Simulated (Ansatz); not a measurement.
Fermi-surface figures of metals: Nb (Im-3m) under several functionals (Ansatz, a first-principles code, without spin-orbit coupling). The PBE cell:

Nb has the cubic space group Im-3m (No. 229), the bcc (W type) structure, Pearson symbol cI2. Cell: a = 3.3091 Å, b = 3.3091 Å, c = 3.3091 Å, α = 90.00°, β = 90.00°, γ = 90.00°. Nb on 2a is coordinated by 8 Nb at 2.866 Å and 6 Nb at 3.309 Å. (Neighbours: up to the widest gap in distance over summed covalent radii, below 1.35, at either atom.)
(The calculation used a cell of 1 atom; values per cell refer to that cell.)

```json
[
 {"Functional": "PBE", "cell relaxed with": "PBE", "volume (Å³/atom)": "18.12", "density of states at the Fermi level per atom": "1.49 states/eV", "Drude plasma energy": "9.1 eV", "root-mean-square Fermi velocity": "6.2 ×10⁵ m/s", "resistivity times mean free path": "3.9 ×10⁻¹⁶ Ω·m²"},
 {"Functional": "PBEsol", "cell relaxed with": "PBEsol", "volume (Å³/atom)": "17.51", "density of states at the Fermi level per atom": "1.42 states/eV", "Drude plasma energy": "9.4 eV", "root-mean-square Fermi velocity": "6.5 ×10⁵ m/s", "resistivity times mean free path": "3.8 ×10⁻¹⁶ Ω·m²"},
 {"Functional": "r2SCAN", "cell relaxed with": "PBEsol", "volume (Å³/atom)": "17.51", "density of states at the Fermi level per atom": "___", "Drude plasma energy": "___", "root-mean-square Fermi velocity": "___", "resistivity times mean free path": "___"}
]
```

Given the cheaper levels, estimate the r2SCAN row.


- r2SCAN, density of states at the Fermi level per atom: 1.35 states/eV
- r2SCAN, Drude plasma energy: 9.5 eV
- r2SCAN, root-mean-square Fermi velocity: 6.7 ×10⁵ m/s
- r2SCAN, resistivity times mean free path: 3.9 ×10⁻¹⁶ Ω·m²

For the density of states at the Fermi level per atom, PBE gives 1.49 states/eV and r2SCAN 1.35 states/eV: PBE lies 10 % above.

Metals at this level; values at 300 K, both spins, means over directions. As a rough test of the mesh, the Fermi surface's area from every second k point differs by up to 3 %. The product of resistivity and mean free path takes one path for all states. Spin-orbit coupling is left out.
